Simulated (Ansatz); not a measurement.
Start from WC (space group P-6m2, No. 187; a = 2.8987 Å, c = 2.8280 Å).

One thing is altered: every C is replaced by Ge; the structure is relaxed again.

Levels (all Ansatz, an electronic-structure program, PAW, earlier PAW set): PBEsol (420 eV, no spin-orbit coupling); r2SCAN (500 eV, spin-orbit coupling left out).

The geometry is relaxed with PBEsol.

```
Quantity           Value
---------------  -------
PBEsol pressure  0.0 GPa
```

**Question.** Predict the pressure from r2SCAN.

**Answer.** The pressure goes from zero to 2.7 GPa.

Single points use the geometry relaxed with PBEsol. Their cutoffs differ, which shifts pressures a little. Whether these cells are dynamically stable was not tested. As relaxed here, WGe is a hypothetical phase, not in the database extracts checked. All final runs are without spin polarisation.
